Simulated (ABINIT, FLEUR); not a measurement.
An ABINIT input for a self-consistent single point of In₃Ga (Fm-3m, 4 atoms in the cell) (DFT, PBEsol, plane waves, norm-conserving pseudopotentials (PseudoDojo nc-sr-04 PBEsol standard)):

```
# In3Ga, PseudoDojo nc-sr-04 PBEsol standard
pp_dirpath "./"
pseudos "In.upf, Ga.upf"
acell 9.7963360779 9.7963360779 9.7963360779
rprim
         0.0000000000    0.7071067812    0.7071067812
         0.7071067812    0.0000000000    0.7071067812
         0.7071067812    0.7071067812    0.0000000000
natom 4
ntypat 2
znucl 49 31
typat 1 1 1 2
xred
         0.2500000000    0.2500000000    0.2500000000
         0.7500000000    0.7500000000    0.7500000000
         0.5000000000    0.5000000000    0.5000000000
         0.0000000000    0.0000000000    0.0000000000
ecut 40
occopt 7
tsmear 0.1 eV
nband 34
kptopt 1
ngkpt 10 10 10
nshiftk 1
shiftk 0 0 0
nstep 80
toldfe 1.0e-09
prtwf 0
prtden 0
enunit 1
```

Problem. Write the same calculation as an input for FLEUR.

Solution. This is the input that was run; spellings and numerical settings could be chosen otherwise.

Input of the input generator:

```
In3Ga crystal
&input film=f /
0.0000000000 0.7071067812 0.7071067812
0.7071067812 0.0000000000 0.7071067812
0.7071067812 0.7071067812 0.0000000000
9.7963360779
1.0 1.0 1.0

4
49 0.2500000000 0.2500000000 0.2500000000
49 0.7500000000 0.7500000000 0.7500000000
49 0.5000000000 0.5000000000 0.5000000000
31 0.0000000000 0.0000000000 0.0000000000

&comp jspins=1 /
&exco xctyp='PBEs' /
&kpt div1=10 div2=10 div3=10 gamma=t /
&end /
```

```xml
<?xml version="1.0" encoding="UTF-8" standalone="no"?>
<fleurInput fleurInputVersion="0.39">
   <comment>
      In3Ga crystal                                                                                       
   </comment>
   <calculationSetup>
      <cutoffs Kmax="3.8" Gmax="15.2" GmaxXC="15.2" numbands="0"/>
      <scfLoop itmax="100" minDistance="0.00001" maxIterBroyd="25" imix="Anderson" alpha="0.05" precondParam="0.0" spinf="2.0"/>
      <coreElectrons ctail="T" frcor="F" kcrel="0" coretail_lmax="0"/>
      <xcFunctional name="PBEs" relativisticCorrections="F"/>
      <magnetism jspins="1"/>
      <soc l_soc="F" theta="0.0" phi="0.0" spav="F"/>
      <expertModes spex="0" secvar="F"/>
      <geometryOptimization l_f="T" forcealpha="1.0" forcemix="BFGS" epsdisp="0.00001" epsforce="0.00001"/>
      <ldaU l_linMix="F" mixParam="0.05" spinf="1.0"/>
   </calculationSetup>
   <cell>
      <bzIntegration valenceElectrons="52.0" mode="gauss" fermiSmearingEnergy="0.00367493">
         <kPointListSelection listName="default-1"/>
         <!-- k-points included here -->
         <xi:include xmlns:xi="http://www.w3.org/2001/XInclude" href="kpts.xml"> </xi:include>
      </bzIntegration>
      <!-- symmetry operations included here -->
      <xi:include xmlns:xi="http://www.w3.org/2001/XInclude" href="sym.xml"> </xi:include>
      <bulkLattice scale="1.0">
         <bravaisMatrix>
            <row-1>    0.0000000000000000     6.9270556715973015     6.9270556715973015</row-1>
            <row-2>    6.9270556715973015     0.0000000000000000     6.9270556715973015</row-2>
            <row-3>    6.9270556715973015     6.9270556715973015     0.0000000000000000</row-3>
         </bravaisMatrix>
      </bulkLattice>
   </cell>
   <atomSpecies>
      <species name="Indium (In)" element="In" atomicNumber="49">
         <mtSphere radius="2.68" gridPoints="925" logIncrement="0.014"/>
         <atomicCutoffs lmax="10" lnonsphr="8"/>
         <electronConfig flipSpins="F">
            <coreConfig>(1s1/2) (2s1/2) (2p1/2) (2p3/2) (3s1/2) (3p1/2) (3p3/2) (4s1/2) (3d3/2) (3d5/2) (4p1/2) (4p3/2)</coreConfig>
            <valenceConfig>(5s1/2) (4d3/2) (4d5/2) (5p1/2) (5p3/2)</valenceConfig>
            <stateOccupation state="(5p1/2)" spinUp="0.1666666666667" spinDown="0.1666666666667"/>
            <stateOccupation state="(5p3/2)" spinUp="0.3333333333333" spinDown="0.3333333333333"/>
         </electronConfig>
         <energyParameters s="5" p="5" d="5" f="4"/>
         <lo type="SCLO" l="2" n="4" eDeriv="0"/>
      </species>
      <species name="Gallium (Ga)" element="Ga" atomicNumber="31">
         <mtSphere radius="2.68" gridPoints="925" logIncrement="0.014"/>
         <atomicCutoffs lmax="10" lnonsphr="8"/>
         <electronConfig flipSpins="F">
            <coreConfig>(1s1/2) (2s1/2) (2p1/2) (2p3/2) (3s1/2) (3p1/2) (3p3/2)</coreConfig>
            <valenceConfig>(4s1/2) (3d3/2) (3d5/2) (4p1/2) (4p3/2)</valenceConfig>
            <stateOccupation state="(4p1/2)" spinUp="0.1666666666667" spinDown="0.1666666666667"/>
            <stateOccupation state="(4p3/2)" spinUp="0.3333333333333" spinDown="0.3333333333333"/>
         </electronConfig>
         <energyParameters s="4" p="4" d="3" f="4"/>
         <lo type="HELO" l="2" n="4" eDeriv="0"/>
      </species>
   </atomSpecies>
   <atomGroups>
      <atomGroup species="Indium (In)">
         <relPos label="                   1">1.000/4.000 1.000/4.000 1.000/4.000</relPos>
         <relPos label="                   2">-1.000/4.000 -1.000/4.000 -1.000/4.000</relPos>
         <force calculate="T" relaxXYZ="TTT"/>
      </atomGroup>
      <atomGroup species="Indium (In)">
         <relPos label="                   3">1.000/2.000 1.000/2.000 1.000/2.000</relPos>
         <force calculate="T" relaxXYZ="TTT"/>
      </atomGroup>
      <atomGroup species="Gallium (Ga)">
         <relPos label="                   4">.0000000000 .0000000000 .0000000000</relPos>
         <force calculate="T" relaxXYZ="TTT"/>
      </atomGroup>
   </atomGroups>
   <output dos="F" band="F" slice="F">
      <checks vchk="F" cdinf="F"/>
      <bandDOS minEnergy="-.5*Htr" maxEnergy="0.5*Htr" sigma="0.015" storeEVData="T"/>
      <vacuumDOS vacdos="F" integ="F" star="F" nstars="0" locx1="0.0" locy1="0.0" locx2="0.0" locy2="0.0" nstm="0" tworkf="0.0"/>
      <unfoldingBand unfoldBand="F" supercellX="1" supercellY="1" supercellZ="1"/>
      <plotting iplot="0" polar="F">
         <plot TwoD="T" vec1="  1.0  0.0  0.0" vec2="  0.0  1.0  0.0" vec3="  0.0  0.0  1.0" zero="  0.0  0.0  0.0" file="plot"/>
      </plotting>
      <chargeDensitySlicing numkpt="0" minEigenval="0.0" maxEigenval="0.0" nnne="0" pallst="F"/>
      <specialOutput eonly="F"/>
      <magneticCircularDichroism mcd="F" energyLo="-10.0" energyUp="0.0"/>
   </output>
  <!-- We include the file relax.xml here to enable relaxations (see documentation) -->
  <xi:include xmlns:xi="http://www.w3.org/2001/XInclude" href="relax.xml"> <xi:fallback/> </xi:include>
</fleurInput>
```

Basis settings and potentials, where a program has them, do not carry over. This input uses DFT, PBEsol, all-electron FLAPW (FLEUR), scalar-relativistic valence.

The starting cell comes from a database of computed structures (which also holds hypothetical and non-ambient phases and stackings), without a prior relaxation at this level.
